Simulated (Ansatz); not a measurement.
# TiAl, response to strain

The parent structure is TiAl (space group P4/mmm, No. 123; relaxed with 0.1 eV smearing).

```
TiAl
1.0
    2.81271     0.00000     0.00000
    0.00000     2.81271     0.00000
    0.00000     0.00000     4.06160
Ti Al
1 1
Cartesian
  0.00000   0.00000   0.00000
  1.40635   1.40635   2.03080
```

Cartesian axes are those of the cell as printed.

Strains are applied to the cell and any free atomic positions relax; under biaxial strain the out-of-plane vector relaxes too.

Method: r2SCAN (Ansatz, a quantum-chemistry and plane-wave program, PAW, without spin-orbit coupling).

Notes on the quantities. in-plane stress: mean in-plane stress (compression positive).

| case | in-plane stress | shortest interatomic distance |
|---|---|---|
| base | – | 2.813 Å |
| biaxial strain +0.50 %, plane normal [001], relaxed out of plane | -0.9 GPa | 2.827 Å |
| biaxial strain +1.00 %, plane normal [001], relaxed out of plane | -1.8 GPa | 2.841 Å |
| biaxial strain +1.50 %, plane normal [001], relaxed out of plane | -2.6 GPa | 2.842 Å |
| biaxial strain +2.00 %, plane normal [001], relaxed out of plane | -3.4 GPa | 2.842 Å |
| biaxial strain +2.50 %, plane normal [001], relaxed out of plane | ? | 2.841 Å |
| biaxial strain +3.00 %, plane normal [001], relaxed out of plane | -4.7 GPa | 2.839 Å |

### Question
What belongs in the blanks?

### Answer

- biaxial strain +2.50 %, plane normal [001], relaxed out of plane, in-plane stress: -4.1 GPa

No phonon test of stability was made. All final runs are without spin polarisation.
